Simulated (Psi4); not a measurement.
Psi4 1.11, TPSS/def2-svp: Cd(OH)(k2OAc)(NH3)2 (CC1[O][Cd](<-[NH3])(<-[NH3])([OH])<-[O]=1), 18 atoms. The geometry is a generated start, not checked to be a minimum at this level.

```yaml
task: energy
method: tpss
basis: def2-svp
memory: 3 GB
maxiter: 100
keys_of_the_molecule_block: symmetry c1
scf_type: df (default)
guess: auto, which took SAD (default)
scf_initial_accelerator: adiis (default)
e_convergence: 1e-06 (default)
d_convergence: 1e-06 (default)
dft_radial_points: 75 (default)
dft_spherical_points: 302 (default)
effective_core_potentials: those of the basis set, past Kr
basis_functions: 179
grid_points: 384437
```

```xyz
18

Cd    -0.4098     0.3806    -0.5485
O     -1.0904     2.1799    -0.8661
H     -1.9577     2.2800    -0.4596
C      1.9743    -0.3923     2.5911
C      1.0570    -0.1640     1.4019
O     -0.1757    -0.0736     1.5999
O      1.5575    -0.1026     0.2552
H      2.9747    -0.0397     2.3599
H      1.5779     0.1185     3.4632
H      2.0133    -1.4594     2.7983
N     -2.3618    -1.1757    -0.3199
H     -3.2579    -0.8514    -0.6730
H     -2.3825    -1.1264     0.6972
H     -2.2482    -2.1498    -0.5829
N      0.5579     0.5168    -2.7316
H      0.2893     1.4975    -2.7629
H      0.3180     0.0872    -3.6175
H      1.5640     0.4744    -2.6048
```

Charge 0 and multiplicity 1 are set for this test and not shown to be the ground state.

One run each on 2 threads. Values of diis_max_vecs tried: 3, 6, 10 (default), 20.

Which value of diis_max_vecs needs the fewest SCF iterations, and what happens away from it?

Fewest SCF iterations, within one of each other: 10 (default) with 11, 20 with 11. The count rises to 60 at 3. All converge to one solution.

| diis_max_vecs | SCF iterations | end |
|---|---|---|
| 3 | 60 | same solution |
| 6 | 13 | same solution |
| 10 (default) | 11 | same solution |
| 20 | 11 | same solution |
